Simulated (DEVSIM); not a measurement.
Structure: Pt/SiON/n-Si capacitor, at 300 K.

```tsv
layer (left to right)	material	thickness (nm)	Nd (cm⁻³)
1	SiON	3.30	-
2	Si	17000	1.2e15
```

Metal gate on the left, work function 5.6 eV. Fixed charge at the semiconductor interface 0 cm⁻² (in units of +e); no interface traps.

Constants are typed, rounded textbook-type inputs, not results; the design itself was drawn at random and stands for no fabricated device. Values at 300 K.

| parameter | SiON | Si |
|---|---|---|
| gap (eV) | 7 | 1.124 |
| affinity (eV) | 1.4 | 4.05 |
| permittivity | 5.5 | 11.7 |
| Nc (cm⁻³) | - | 2.86e19 |
| Nv (cm⁻³) | - | 3.1e19 |

Simulated with DEVSIM: 1D Poisson equation in equilibrium, Boltzmann statistics, complete ionisation; no quantum confinement or tunnelling. Metal contacts follow the ideal Schottky-Mott rule: no Fermi-level pinning, no interface dipoles.

The SiON thickness was swept, all else fixed.

| SiON thickness (μm) | capacitance of the dielectric stack (μF/cm²) |
|---|---|
| 0.0013 | 3.75 |
| 0.0018 | 2.71 |
| 0.0023 | 2.12 |
| 0.0028 | 1.74 |
| 0.0033 | 1.48 |
| 0.004 | 1.22 |

From the first row to the last the capacitance of the dielectric stack goes from 3.75 to 1.22.
